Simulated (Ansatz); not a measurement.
GaP under load (space group I-4m2), Ansatz (a quantum-chemistry and plane-wave program) with r2SCAN with spin-orbit coupling, rigid bands. Condition of this run: biaxial stress xx = yy = 2 GPa (compression positive) (the target of the relaxation). Band gap 1.68 eV, N_c = 2.51e19 cm⁻³ and N_v = 1.06e19 cm⁻³ at 300 K, conductivity masses along y (a = (0.00, 2.69, 2.75) Å; b = (2.69, 0.00, 2.75) Å; c = (2.69, 2.69, 0.00) Å) of 0.404 mₑ (electrons) and 0.380 mₑ (holes). Take k_BT = 0.02585 eV.

### Question
What thermal injection velocity √(2k_BT/πm) limits a ballistic channel along the direction named?

### Answer
8.46e6 cm/s for electrons and 8.73e6 cm/s for holes, a ratio of √(m_h/m_e) = 0.970, for dilute carriers.

### Question
What built-in voltage has an abrupt junction with N_A = 1e16 and N_D = 1e17 cm⁻³, all dopants ionised?

### Answer
V_bi = E_g/e − (k_BT/e) ln(N_c N_v/(N_A N_D)) = 1.68 − 0.02585 × 12.49 = 1.36 V, for the computed gap.

### Question
A film of it is 8 nm thick, with its normal along the direction named. Estimate the confinement energies in an infinite well.

### Answer
ħ²π²/(2m t²) = 0.376 eV·nm²/(m/mₑ × t²) gives 14.5 meV for electrons and 15.5 meV for holes, so the gap would widen to about 1.71 eV. Finite barriers and nonparabolic bands lower this, and with several valleys or bands the heaviest mass along the normal sets the lowest level, not this average.

Rigid bands with the computed gap; masses take one relaxation time for all states.
